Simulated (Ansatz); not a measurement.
System: SiC3 (model structure, P-4m2, No. 115, 4 atoms in the cell). Method: LDA (PAW; Ansatz, a quantum-chemistry and plane-wave program).

Settings: plane-wave cutoff 520 eV, 12×12×8 k mesh (along the axes of the cell as run), Fermi–Dirac smearing 0.01 eV, scalar-relativistic PAW data made under PBE.

Computed at the level's own relaxed cell.

```yaml
crystal:
  lattice:
    - [2.76474, 0.00000, 0.00000]
    - [0.00000, 2.76474, 0.00000]
    - [0.00000, 0.00000, 4.07045]
  atoms:
    - { symbol: C, position: [0.00000, 0.00000, 0.00000] }
    - { symbol: C, position: [0.00000, 0.50000, 0.78961] }
    - { symbol: Si, position: [0.50000, 0.50000, 0.50000] }
    - { symbol: C, position: [0.50000, 0.00000, 0.21039] }
```

### Question
List the 10 lowest band energies at Γ above −25 eV (eV, relative to the valence band maximum), grouping those that round alike.

### Answer
At Γ: -18.99, -12.20, -11.04, -5.71 (×2), -0.74, 0.00 (×2), 1.72, 2.95.

Note: the relaxation could raise the start's symmetry but not lower it, so the cell can be a saddle point.

A model structure was made by putting elements into a prototype or built by hand; it is no filed structure, need not be a known phase, and can be a saddle point held by its symmetry.
